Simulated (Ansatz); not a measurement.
The starting structures come from a database of crystals and need not be the phases stable at ambient conditions.

By PBEsol, the system below comes out a metal.

Without scattering a metal conducts by its projected Fermi surface.

Data:

```
AlPt
1.0
    4.87893     0.00000     0.00000
    0.00000     4.87893     0.00000
    0.00000     0.00000     4.87893
Al Pt
4 4
Direct
  0.15597   0.15597   0.84403
  0.34403   0.84403   0.34403
  0.65597   0.34403   0.15597
  0.84403   0.65597   0.65597
  0.84494   0.84494   0.15506
  0.65506   0.15506   0.65506
  0.34494   0.65506   0.84494
  0.15506   0.34494   0.34494
```

The cell is taken as given; by PBEsol it stands under a pressure of -1.3 GPa.

The current flows along the normal of the first two printed cell vectors, the (001) plane of the conventional cell. No spin-orbit coupling; the value is a mean over 0.1 eV about the Fermi level.

Estimate the ballistic conductance per area that Ansatz (a first-principles code) with PBEsol returns for this system.

0.19 × 10¹⁵ S/m² for both spins.
